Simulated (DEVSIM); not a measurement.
**Schottky contact on n-type Si**

Device: Schottky contact on n-type Si, at 300 K.

```tsv
layer (left to right)	material	thickness (μm)	Nd (cm⁻³)	τn (s)	τp (s)
1	Si	0.570	3.8e15	4.3e-7	4.3e-7
```

Left contact: Schottky, work function 4.72 eV, emission velocity 3.9e6 cm/s. Right contact: ohmic. Voltage is applied to the left contact. Recombination: SRH at mid-gap, radiative. Mobility is constant in doping.

The device is made up for the run: typed textbook-type constants, with dimensions and the other settings drawn at random. Values at 300 K.

```
parameter           Si
-------------  -------
gap (eV)         1.124
affinity (eV)     4.05
permittivity      11.7
Nc (cm⁻³)      2.86e19
Nv (cm⁻³)       3.1e19
μn (cm²/Vs)       1417
μp (cm²/Vs)        470
B (cm³/s)      4.7e-15
```

DEVSIM, 1D drift-diffusion, Boltzmann statistics, complete ionisation; no tunnelling, impact ionisation, image-force lowering or self-heating. Metal contacts follow the ideal Schottky-Mott rule: no Fermi-level pinning, no interface dipoles.

| Quantity | Value |
|---|---|
| Potential step across the device at zero bias | 0.439 V |
| Largest field in the device at zero bias | 22000 V/cm |
| Dark forward voltage at 1 A/cm² | 0.243 V |
| Dark forward voltage at 100 A/cm² | 0.374 V |

Dark forward current:

(V (V), J (A/cm²)): (0.05, 0.00052); (0.10, 0.0040); (0.15, 0.028); (0.20, 0.19); (0.25, 1.3); (0.30, 8.4); (0.35, 49); (0.40, 210); (0.45, 580); (0.50, 1100); (0.55, 1700); (0.60, 2400)

Small-signal capacitance in reverse bias (quasi-static):

```json
[
 {"V (V)": "-0.1", "C (nF/cm²)": "24.8"},
 {"V (V)": "-0.25", "C (nF/cm²)": "22.0"},
 {"V (V)": "-0.5", "C (nF/cm²)": "19.5"},
 {"V (V)": "-0.75", "C (nF/cm²)": "18.6"},
 {"V (V)": "-1", "C (nF/cm²)": "18.3"},
 {"V (V)": "-1.5", "C (nF/cm²)": "18.2"},
 {"V (V)": "-2", "C (nF/cm²)": "18.2"},
 {"V (V)": "-2.5", "C (nF/cm²)": "18.2"},
 {"V (V)": "-3.25", "C (nF/cm²)": "18.2"},
 {"V (V)": "-4", "C (nF/cm²)": "18.2"},
 {"V (V)": "-5", "C (nF/cm²)": "18.2"}
]
```
